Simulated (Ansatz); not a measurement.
## A computed series for Be: response to strain

Base system: Be in the hcp (Mg type) structure (space group P6_3/mmc, No. 194; a = 2.263 Å, c = 3.566 Å; relaxed with 0.1 eV smearing). Axes: x lies along a and z along c of the hexagonal cell.

Strains are applied to the cell and any free atomic positions relax.

Method: PBE, PAW, 420 eV (Ansatz, a quantum-chemistry and plane-wave program; no spin-orbit coupling).

Notes on the quantities. energy relative to the base: free energy F.

```json
[
 {"uniaxial strain ε_zz (%)": "0", "energy relative to the base (meV/atom)": "0.0"},
 {"uniaxial strain ε_zz (%)": "0.5", "energy relative to the base (meV/atom)": "0.2"},
 {"uniaxial strain ε_zz (%)": "1", "energy relative to the base (meV/atom)": "0.9"},
 {"uniaxial strain ε_zz (%)": "1.5", "energy relative to the base (meV/atom)": "2.1"},
 {"uniaxial strain ε_zz (%)": "2", "energy relative to the base (meV/atom)": "3.6"},
 {"uniaxial strain ε_zz (%)": "2.5", "energy relative to the base (meV/atom)": "?"},
 {"uniaxial strain ε_zz (%)": "3", "energy relative to the base (meV/atom)": "8.1"}
]
```

Fit ΔE = Aε² + Bε³ (ε in %) to the rows shown and predict the withheld row.

Least squares on the printed values gives A = 0.923 and B = -0.0078 meV/atom (largest residual 0.0 meV/atom); this predicts 5.6 meV/atom, and the run gives 5.6 meV/atom, in agreement.

No phonon test of stability was made.
